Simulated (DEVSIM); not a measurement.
Device: Al/Al2O3/SiO2/n-Si capacitor, at 250 K.

| layer (left to right) | material | thickness (nm) | Nd (cm⁻³) |
|---|---|---|---|
| 1 | Al2O3 | 3.30 | - |
| 2 | SiO2 | 0.930 | - |
| 3 | Si | 16000 | 2.6e14 |

Metal gate on the left, work function 4.1 eV. Fixed charge at the semiconductor interface 3.9e10 cm⁻² (in units of +e); no interface traps.

The device is made up for the run: typed textbook-type constants, with dimensions and the other settings drawn at random. Values at 300 K; Nc and Nv go as T^1.5, mobilities as T to minus their exponent, the gap by Varshni's rule with the affinity fixed.

```tsv
parameter	Al2O3	SiO2	Si
gap (eV)	6.8	9	1.124
affinity (eV)	1.35	0.9	4.05
permittivity	9	3.9	11.7
Nc (cm⁻³)	-	-	2.86e19
Nv (cm⁻³)	-	-	3.1e19
Varshni α (eV/K)	-	-	0.000473
Varshni β (K)	-	-	636
```

Model (solved in DEVSIM): 1D Poisson equation in equilibrium, Boltzmann statistics, complete ionisation; no quantum confinement or tunnelling. Metal contacts follow the ideal Schottky-Mott rule: no Fermi-level pinning, no interface dipoles.

**Question.** Tabulate band edges, carrier densities and field at -0.6 V on the gate.

**Answer.** Energies count from the Fermi level of the right contact; mesh points crowd at the junctions.

| x (μm) | Ec (eV) | Ev (eV) | n (cm⁻³) | p (cm⁻³) | field (V/cm) |
|---|---|---|---|---|---|
| 0.000 | 3.350 | -3.450 | < 1e2 | < 1e2 | -15000 |
| 0.001223 | 3.348 | -3.452 | < 1e2 | < 1e2 | -15000 |
| 0.002612 | 3.346 | -3.454 | < 1e2 | < 1e2 | -15000 |
| 0.003615 | 3.794 | -5.206 | < 1e2 | < 1e2 | -35000 |
| 0.004754 | 0.642 | -0.495 | 2500000 | 2.5e9 | -5500 |
| 0.007276 | 0.640 | -0.496 | 2700000 | 2.4e9 | -5500 |
| 0.01358 | 0.637 | -0.499 | 3200000 | 2.0e9 | -5500 |
| 0.03989 | 0.622 | -0.514 | 6200000 | 1.0e9 | -5400 |
| 0.09502 | 0.594 | -0.543 | 2.4e7 | 2.7e8 | -5100 |
| 0.2406 | 0.523 | -0.613 | 6.2e8 | 1.0e7 | -4500 |
| 0.5963 | 0.387 | -0.749 | 3.5e11 | 18000 | -3100 |
| 2.082 | 0.245 | -0.891 | 2.5e14 | < 1e2 | -29 |
| 5.195 | 0.244 | -0.892 | 2.6e14 | < 1e2 | ≈ 0 |
| 11.03 | 0.244 | -0.892 | 2.6e14 | < 1e2 | ≈ 0 |
| 14.59 | 0.244 | -0.892 | 2.6e14 | < 1e2 | ≈ 0 |
| 15.44 | 0.244 | -0.892 | 2.6e14 | < 1e2 | ≈ 0 |
| 15.79 | 0.244 | -0.892 | 2.6e14 | < 1e2 | ≈ 0 |
| 15.92 | 0.244 | -0.892 | 2.6e14 | < 1e2 | ≈ 0 |
| 15.98 | 0.244 | -0.892 | 2.6e14 | < 1e2 | ≈ 0 |
| 15.99 | 0.244 | -0.892 | 2.6e14 | < 1e2 | ≈ 0 |
| 16.00 | 0.244 | -0.892 | 2.6e14 | < 1e2 | ≈ 0 |
| 16.00 | 0.244 | -0.892 | 2.6e14 | < 1e2 | ≈ 0 |
